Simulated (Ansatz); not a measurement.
Results of HSE06 in Ansatz (PAW) for LaN (model structure, started from the zincblende type, F-43m, No. 216, 2 atoms in the cell).

Settings: plane-wave cutoff 520 eV, 8×8×8 k mesh, finite displacements, scalar-relativistic PAW data made under PBE.

Computed at the level's own relaxed cell.

Space group F-43m (No. 216); a = b = c = 5.592 Å, α = β = γ = 90.00°

```tsv
atom	site	symmetry	x	y	z
N	4d	-43m	0.7500	0.7500	0.7500
La	4a	-43m	0.0000	0.0000	0.0000
```
(The calculation used a cell of 2 atoms; values per cell refer to that cell.)

Harmonic phonon frequencies (cm⁻¹; i marks an imaginary mode; at Γ without the LO shift):

| q point | frequencies |
|---|---|
| Γ | 0 0 0 340 340 340 |
| X | 118 118 188 278 278 530 |
| L | ___ |

Problem. Some entries are withheld; supply them.

Solution. 
- L, frequencies: 65 65 194 317 317 510

No imaginary mode appears at these points.

A model structure was made by putting elements into a prototype or built by hand; it is no filed structure, need not be a known phase, and can be a saddle point held by its symmetry.

Ansatz is a program for electronic structure.
